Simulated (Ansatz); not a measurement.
GaSb, pressure series

Start from GaSb in the zinc blende structure (space group F-43m, No. 216; a = 6.214 Å).

Cell and atoms are relaxed at each pressure.

Computed with PBE/PAW in Ansatz (a quantum-chemistry and plane-wave program), no spin-orbit coupling, earlier PAW set.

Computed cases, in order: pressure −2 GPa; pressure −1 GPa; 0 GPa (base); pressure 0.3 GPa; pressure 0.7 GPa; pressure 1.5 GPa; pressure 3 GPa; pressure 5 GPa; pressure 7.5 GPa; pressure 10 GPa.

Problem. Between which two neighbouring cases does the band gap open or close?

Solution. Between pressure 1.5 GPa (zero) and pressure 3 GPa (0.12 eV). The whole series: pressure −2 GPa: zero; pressure −1 GPa: zero; 0 GPa (base): zero; pressure 0.3 GPa: zero; pressure 0.7 GPa: zero; pressure 1.5 GPa: zero; pressure 3 GPa: 0.12 eV; pressure 5 GPa: 0.35 eV; pressure 7.5 GPa: 0.58 eV; pressure 10 GPa: 0.65 eV.

Spin-orbit coupling, missing from the scalar runs, can matter with Sb. Load acts through the strain it causes; cell and atoms are relaxed under it. No phonon test of stability was made. Tetrahedral semiconductors of this kind turn to denser phases somewhere between about 1 and 50 GPa; those were not computed, so compressed cells here can lie past the real transition. The final runs are not spin-polarised. A zero or small gap of GaSb can be the functional's error rather than a property of the material.
